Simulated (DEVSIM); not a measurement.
System: abrupt CdTe n-p junction, at 300 K.

| layer (left to right) | material | thickness (μm) | Nd (cm⁻³) | Na (cm⁻³) | τn (s) | τp (s) |
|---|---|---|---|---|---|---|
| 1 | CdTe | 58.0 | 1.2e17 | - | 6.4e-9 | 6.4e-9 |
| 2 | CdTe | 0.610 | - | 1.7e17 | 6.4e-9 | 6.4e-9 |

Left contact: ohmic. Right contact: ohmic. Voltage is applied to the left contact. Recombination: SRH at mid-gap. Mobility is constant in doping. Where it depends on doping, it is μmin + (μ − μmin)/(1 + (N/Nref)^α).

Constants are typed, rounded textbook-type inputs, not results; the design itself was drawn at random and stands for no fabricated device. Values at 300 K; Nc and Nv go as T^1.5, mobilities as T to minus their exponent, the gap by Varshni's rule with the affinity fixed. The table also holds parameters that only a changed run uses.

```csv
parameter,CdTe
gap (eV),1.5
affinity (eV),4.28
permittivity,10.2
Nc (cm⁻³),8e17
Nv (cm⁻³),1.8e19
μn (cm²/Vs),1000
μp (cm²/Vs),80
"μn,min",100
"μp,min",10
"Nref,n",1e17
"Nref,p",1e17
αn,0.6
αp,0.6
T exponent of μn,1.7
T exponent of μp,1.5
Cn (cm⁶/s),1e-30
Cp (cm⁶/s),1e-30
Varshni α (eV/K),0.00031
Varshni β (K),108
```

DEVSIM, 1D drift-diffusion, Boltzmann statistics, complete ionisation; no tunnelling, impact ionisation, image-force lowering or self-heating.

Base results: dark forward voltage at 1 A/cm² (V) 1.095; dark forward voltage at 100 A/cm² (V) 1.246; potential step across the device at zero bias (V) 1.330; largest field in the device at zero bias (V/cm) 180000.

Q: What follows from this one change: thickness of layer 2 0.61 → 3 μm?

A: dark forward voltage at 1 A/cm² 1.095 → 1.127 V; dark forward voltage at 100 A/cm² 1.246 → 1.284 V; potential step across the device at zero bias little changed (1.330 V); largest field in the device at zero bias little changed (180000 V/cm).

Q: What follows from this one change: thickness of layer 1 58 → 170 μm?

A: dark forward voltage at 1 A/cm² little changed (1.095 V); dark forward voltage at 100 A/cm² 1.246 → 1.303 V; potential step across the device at zero bias little changed (1.330 V); largest field in the device at zero bias little changed (180000 V/cm).

Q: What follows from this one change: doping Na of layer 2 1.7e+17 → 1.7e+18 cm^-3?

A: dark forward voltage at 1 A/cm² 1.095 → 1.143 V; dark forward voltage at 100 A/cm² 1.246 → 1.295 V; potential step across the device at zero bias 1.330 → 1.390 V; largest field in the device at zero bias 180000 → 230000 V/cm.

Q: What follows from this one change: temperature 300 → 450 K?

A: dark forward voltage at 1 A/cm² 1.095 → 0.811 V; dark forward voltage at 100 A/cm² 1.246 → 1.051 V; potential step across the device at zero bias 1.330 → 1.154 V; largest field in the device at zero bias 180000 → 160000 V/cm.

Q: What follows from this one change: doping-dependent mobility in place of the constant one?

A: dark forward voltage at 1 A/cm² 1.095 → 1.113 V; dark forward voltage at 100 A/cm² 1.246 → 1.292 V; potential step across the device at zero bias little changed (1.330 V); largest field in the device at zero bias little changed (180000 V/cm).
